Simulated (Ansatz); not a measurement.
Given:

End structure of the (0001) surface of hcp Mg, top plane shifted to the other hollow (bottom of the slab: a bare face, its two planes held):

```
CELL_PARAMETERS angstrom
      3.19902     0.00000     0.00000
     -1.59951     2.77043     0.00000
      0.00000     0.00000    29.50000
ATOMIC_POSITIONS crystal
  Mg 0.66667 0.33333 0.27207
  Mg 0.33333 0.66667 0.35985
  Mg 0.66667 0.33333 0.44881
  Mg 0.33333 0.66667 0.53695
  Mg 0.66667 0.33333 0.62614
  Mg 0.00000 0.00000 0.71576
```

Model: 6-atom slab, 13.4 Å thick at the start, 13x13x1 mesh, Fermi-Dirac 0.1 eV, dipole correction, 2 atoms held, the rest relaxed; symmetry of the start imposed; no spin, no spin-orbit, no U. It is one candidate, not shown to be the stable structure of the face.

Problem. Estimate the work function of the top face that PBE run with Ansatz (a program for electronic structure) returns for this input.

Solution. 3.68 eV
